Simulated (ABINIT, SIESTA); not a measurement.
An ABINIT input for a self-consistent single point of P (Cmce, 4 atoms in the cell) (DFT, PBE, plane waves, norm-conserving pseudopotentials (PseudoDojo nc-sr-05 PBE standard)):

```
# P, PseudoDojo nc-sr-05 PBE standard
pp_dirpath "./"
pseudos "P.upf"
acell 3*1.0 Angstrom
rprim
         1.6475800000   -5.4644930000    0.0000000000
         1.6475800000    5.4644930000    0.0000000000
         0.0000000000    0.0000000000    4.5431860000
natom 4
ntypat 1
znucl 15
typat 1 1 1 1
xred
         0.4041400000    0.5958600000    0.9111800000
         0.5958600000    0.4041400000    0.0888200000
         0.0958600000    0.9041400000    0.4111800000
         0.9041400000    0.0958600000    0.5888200000
ecut 599 eV
occopt 7
tsmear 0.136 eV
nband 15
kptopt 1
ngkpt 8 8 6
nshiftk 1
shiftk 0 0 0
nstep 80
toldfe 1.0e-09
prtwf 0
prtden 0
```

### Question
Give the SIESTA input for the same structure, mesh, smearing and functional.

### Answer
This is the input that was run; spellings and numerical settings could be chosen otherwise.

```
# files in the folder: P.psml (PseudoDojo PBE standard)
SystemName  P
SystemLabel P

NumberOfAtoms                4
NumberOfSpecies              1
%block ChemicalSpeciesLabel
  1 15 P
%endblock ChemicalSpeciesLabel
LatticeConstant              1.0 Bohr
%block LatticeVectors
     3.113474968  -10.326395180    0.000000000
     3.113474968   10.326395180    0.000000000
     0.000000000    0.000000000    8.585377273
%endblock LatticeVectors
AtomicCoordinatesFormat      ScaledCartesian
%block AtomicCoordinatesAndAtomicSpecies
     3.113474968    1.979776484    7.822824064  1
     3.113474968   -1.979776484    0.762553209  1
     3.113474968    8.346618696    3.530135427  1
     3.113474968   -8.346618696    5.055241846  1
%endblock AtomicCoordinatesAndAtomicSpecies

XC.functional                GGA
XC.authors                   PBE
PAO.BasisSize                TZP
PAO.EnergyShift              0.01 Ry
MeshCutoff                   400 Ry
%block kgrid.MonkhorstPack
    8   0   0  0.0
    0   8   0  0.0
    0   0   6  0.0
%endblock kgrid.MonkhorstPack
OccupationFunction           MP
OccupationMPOrder            0
ElectronicTemperature        136.0 meV

MaxSCFIterations             150
SCF.Mixer.Method             Pulay
SCF.Mixer.Weight             0.25
SCF.Mixer.History            8
SCF.DM.Tolerance             1.0E-05
Diag.ParallelOverK           true
WriteForces                  true
Charge.Mulliken              end
```

Basis, cutoffs, solver keys and any potentials are the target program's own. This input uses DFT, GGA PBE, numerical atomic orbitals TZP, PseudoDojo PBE standard norm-conserving potentials (rewritten from UPF to PSML).

The starting cell comes from a database of computed structures (which also holds hypothetical and non-ambient phases and stackings), without a prior relaxation at this level. Its lattice was rescaled by a random factor within 2.5 % of one.
